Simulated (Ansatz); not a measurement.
## Worked example: self-consistent single point of C4PtN4K2Br2 (P2_1/c, 26 atoms in the cell) in Ansatz

Level of theory: PBEsol, default PAW files made with PBE (plane waves; Ansatz, a first-principles code).

The input file:

Ansatz 0.2 input:
```yaml
crystal:
  lattice:
    - [7.272514, 0.000000, 0.000000]
    - [0.000000, 9.132362, 0.000000]
    - [-2.555343, 0.000000, 8.436555]
  atoms:
    - { symbol: C, position_ang: [0.885980, 8.701315, 1.780957] }
    - { symbol: C, position_ang: [5.108863, 4.135134, 2.437321] }
    - { symbol: C, position_ang: [3.831191, 0.431047, 6.655598] }
    - { symbol: C, position_ang: [-0.391692, 4.997228, 5.999234] }
    - { symbol: Pt, position_ang: [0.000000, 0.000000, 0.000000] }
    - { symbol: Pt, position_ang: [-1.277672, 4.566181, 4.218278] }
    - { symbol: N, position_ang: [1.454576, 8.472092, 2.770565] }
    - { symbol: N, position_ang: [4.540266, 3.905911, 1.447713] }
    - { symbol: N, position_ang: [3.262595, 0.660270, 5.665990] }
    - { symbol: N, position_ang: [0.176905, 5.226451, 6.988842] }
    - { symbol: K, position_ang: [2.036644, 7.097215, 5.248043] }
    - { symbol: K, position_ang: [1.402855, 2.531034, 7.406789] }
    - { symbol: K, position_ang: [2.680527, 2.035147, 3.188512] }
    - { symbol: K, position_ang: [3.314316, 6.601328, 1.029766] }
    - { symbol: Br, position_ang: [0.648317, 2.420807, 0.276213] }
    - { symbol: Br, position_ang: [5.346526, 6.986988, 3.942065] }
    - { symbol: Br, position_ang: [4.068854, 6.711555, 8.160342] }
    - { symbol: Br, position_ang: [-0.629355, 2.145374, 4.494490] }
    - { symbol: C, position_ang: [5.492069, 0.345203, 0.944051] }
    - { symbol: C, position_ang: [0.502773, 4.911384, 3.274227] }
    - { symbol: C, position_ang: [-0.774898, 8.787159, 7.492504] }
    - { symbol: C, position_ang: [4.214398, 4.220978, 5.162328] }
    - { symbol: N, position_ang: [4.456770, 0.539723, 1.423247] }
    - { symbol: N, position_ang: [1.538072, 5.105904, 2.795031] }
    - { symbol: N, position_ang: [0.260401, 8.592639, 7.013308] }
    - { symbol: N, position_ang: [3.179099, 4.026458, 5.641524] }
kpoints:
  mp_grid: { grid: [4, 3, 3] }
hamiltonian:
  xc: pbesol
  pseudopotentials: { kind: paw }
scf:
  occupations: { method: fermi_dirac, width: 0.1 }
output:
  forces: true
  eigenvalues: true
  stress: true
```

Log, with long lists cut:

```
WARN the atoms were moved onto the symmetric positions of the space group found under crystal.symmetry.tolerance 1.0e-5 (fractional …
WARN basis.ecutwfc = 420 eV, the default
WARN ansatz: RAYON_NUM_THREADS=1 ignored (pool sized by the plan → 1); use --threads N
Pseudopotentials: kind: paw
Pseudopotential: C, paw, valence charge 4
Pseudopotential: Pt, paw, valence charge 18
Pseudopotential: N, paw, valence charge 5
Pseudopotential: K, paw, valence charge 9
Pseudopotential: Br, paw, valence charge 7
Crystal: 26 atoms, lattice volume = 560.316 Å³
Basis set: ecut = 420 eV, 10975 PW (Γ), exchange–correlation on 100×128×120 points (8 copies of the dense FFT grid, shifted against one another)
Bands: 112, of which v1, the nominal top of the filled ones, is band 86 counted from 1 (85 counted from 0)
Symmetry: 4 space group operations
Space group: P21/c (ITA 14), of the structure as read, at distance tolerance 8.2e-5 Å
k-points: 14 of 36
PAW frozen core: C, regenerated for the run's functional, and the local potential with it
PAW frozen core: Pt, regenerated for the run's functional, and the local potential with it
PAW frozen core: N, regenerated for the run's functional, and the local potential with it
PAW frozen core: K, regenerated for the run's functional, and the local potential with it
PAW frozen core: Br, regenerated for the run's functional, and the local potential with it
Initial density: superposition of atomic densities (neutral atoms: chi_scale 0, normalization atom), corrected by the library's trained network
Initial wavefunctions: pseudopotential atomic-orbital guess
Eigensolver: davidson
Functional: x = pbesol(κ = 0.804, μ = 0.12345679012345678), c = pbesol(β = 0.046)
SCF iter   1: F=—  HF=-46783.186906 eV  |F-HF|=—  |Δ(HF+E_count)|=         —  Δρ=5.14e-3  dr2=1.70e-1  ethr=1.77e-3  ⟨swp⟩=6.0  Hψ=6687  notcnv=0  defer=84
all-band conjugate gradients solve this SCF's bands
preconditioner: auto → Resta (q_TF=auto, 2.241 Å⁻¹)
SCF iter   2: F=—  HF=-46783.158339 eV  |F-HF|=—  |Δ(HF+E_count)|=   2.86e-2  Δρ=2.02e-3  dr2=2.30e-2  ethr=9.91e-5  ⟨swp⟩=2.0  Hψ=2415  notcnv=0  defer=158
SCF iter   3: F=—  HF=-46783.159851 eV  |F-HF|=—  |Δ(HF+E_count)|=   1.51e-3  Δρ=1.05e-3  dr2=9.14e-3  ethr=1.34e-5  ⟨swp⟩=2.0  Hψ=2304  notcnv=0  defer=158
SCF iter   4: F=—  HF=-46783.159001 eV  |F-HF|=—  |Δ(HF+E_count)|=   8.50e-4  Δρ=3.74e-4  dr2=8.83e-4  ethr=5.32e-6  ⟨swp⟩=2.0  Hψ=1723  notcnv=0  defer=158
SCF iter   5: F=—  HF=-46783.159235 eV  |F-HF|=—  |Δ(HF+E_count)|=   2.34e-4  Δρ=1.53e-4  dr2=1.82e-4  ethr=5.14e-7  ⟨swp⟩=2.0  Hψ=2305  notcnv=0  defer=158
SCF iter   6: F=—  HF=-46783.159225 eV  |F-HF|=—  |Δ(HF+E_count)|=   9.54e-6  Δρ=6.41e-5  dr2=2.92e-5  ethr=1.06e-7  ⟨swp⟩=2.0  Hψ=2317  notcnv=0  defer=158
SCF iter   7: F=—  HF=-46783.159478 eV  |F-HF|=—  |Δ(HF+E_count)|=   2.53e-4  Δρ=1.87e-5  dr2=2.65e-6  ethr=1.70e-8  ⟨swp⟩=2.0  Hψ=1969  notcnv=0  defer=158
SCF iter   8: F=—  HF=-46783.159480 eV  |F-HF|=—  |Δ(HF+E_count)|=   2.38e-6  Δρ=1.02e-5  dr2=6.66e-7  ethr=1.54e-9  ⟨swp⟩=2.0  Hψ=2163  notcnv=0  defer=158
SCF iter   9: F=-46783.159480 eV  HF=-46783.159480 eV  |F-HF|=2.87e-8  |Δ(HF+E_count)|=   5.59e-9  Δρ=3.48e-6  dr2=7.99e-8  ethr=5.81e-11  ⟨swp⟩=14.1  Hψ=9134  notcnv=0
SCF 1 converged in 9 iterations: F = -46783.159480 eV  dr2 = 7.99e-8
SCF converged after 9 iterations
Free energy (F): -46783.159480 eV
Harris-Foulkes:  -46783.159480 eV  (|F-HF|=2.87e-8)
Internal energy: -46783.159350 eV  (E = F + TS)
E sigma→0 (E₀):  -46783.159415 eV
Entropy (-TS):   -0.000130 eV (-0.005 meV/atom)
Fermi energy:    2.533351 eV
--- Per-component energies (eV) ---
  E_band       = -1920.275222
  E_kinetic    = 4516.952587
  E_local      = -15219.032413  (includes V_loc(G=0)·N_el)
  E_nonlocal   = 1339.255936
  E_hartree    = 5552.137598
  E_xc         = -2926.576108
  E_vxc        = -2713.497794  (∫ρ·V_xc dr)
  E_paw        = -32229.863281  (= ΣΔE_a)
  E_vpaw       = -948.221878  (= ΣTr[D̂ρ^β])
  E_aug_tail   = 0.001181  (compensation charges beyond the density's cutoff)
  E_ewald      = -7817.803029
  E_core_change = 1.768179  (= ΣΔE_core)
  E_smearing   = -0.000130  (= −TS)
  E_closure    = -0.000000  (closes the sum)
  Σ components = -46783.159480   (vs F -46783.159480, Δ=0.00e0)
--- Forces (eV/Å), atoms counted from 1 ---
  atom   1  C     -0.41491835     0.25199821    -0.90838154
  atom   2  C      0.41491835     0.25199821     0.90838154
  atom   3  C      0.41491835    -0.25199821     0.90838154
  atom   4  C     -0.41491835    -0.25199821    -0.90838154
  atom   5  Pt    -0.00000000     0.00000000     0.00000000
  atom   6  Pt     0.00000000     0.00000000     0.00000000
   [... 15 lines left out ...]
  atom  22  C      1.64402279     0.33570413    -0.86019261
  atom  23  N     -0.88879510     0.21217610     0.42350542
  atom  24  N      0.88879510     0.21217610    -0.42350542
  atom  25  N      0.88879510    -0.21217610    -0.42350542
  atom  26  N     -0.88879510    -0.21217610     0.42350542
  max |Σ_I F_I| component: 2.22e-16 eV/Å
--- Stress (GPa, compression-positive) ---
       -1.297961       0.000000      -0.196700
        0.000000      -1.323579       0.000000
       -0.196701       0.000000      -2.072844
  P = ⅓ Tr σ = -1.5648 GPa (-15.648 kbar)
  The stress holds the Pulay correction. Without it, at fixed plane waves, as pw.x and ABINIT print it: P = -1.7898 GPa
--- Band table (eV; the first three rows and the last of 14) ---
  k-point 0: bands = ["-97.6404", "-97.6404", "-51.8179", "-51.8179", "-51.7964", "-51.7964", "-51.6515", "-51.6515", "-26.0748", "-26.0727", "-26.0706", "-26.0700", "-14.7519", "-14.7226", "-14.6786", "-14.6773", "-14.6563", "-14.6131", "-14.6055", [...]
  k-point 1: bands = ["-97.6404", "-97.6404", "-51.8179", "-51.8179", "-51.7964", "-51.7964", "-51.6515", "-51.6515", "-26.0738", "-26.0720", "-26.0717", "-26.0706", "-14.7444", "-14.7294", "-14.6804", "-14.6786", "-14.6460", "-14.6269", "-14.6007", [...]
  k-point 2: bands = ["-97.6404", "-97.6404", "-51.8179", "-51.8179", "-51.7964", "-51.7964", "-51.6515", "-51.6515", "-26.0743", "-26.0733", "-26.0704", "-26.0701", "-14.7469", "-14.7333", "-14.6785", "-14.6776", "-14.6423", "-14.6208", "-14.6043", [...]
  k-point 13: bands = ["-97.6404", "-97.6404", "-51.8179", "-51.8179", "-51.7964", "-51.7964", "-51.6515", "-51.6515", "-26.0734", "-26.0726", "-26.0713", "-26.0708", "-14.7175", "-14.7093", "-14.6914", "-14.6861", "-14.6413", "-14.6329", [...]
```

The run converged in 9 iterations.

The starting cell comes from a database of published, mostly measured structures (it also holds non-ambient and calculated ones), without a prior relaxation at this level. Its lattice was rescaled by a random factor within 2.5 % of one. Spin-orbit coupling is off. Forces in this geometry exceed 1 eV/Å. Ansatz's pressure includes its estimate of the finite-basis (Pulay) stress.

Cost on one core of a shared machine: roughly 60 s.
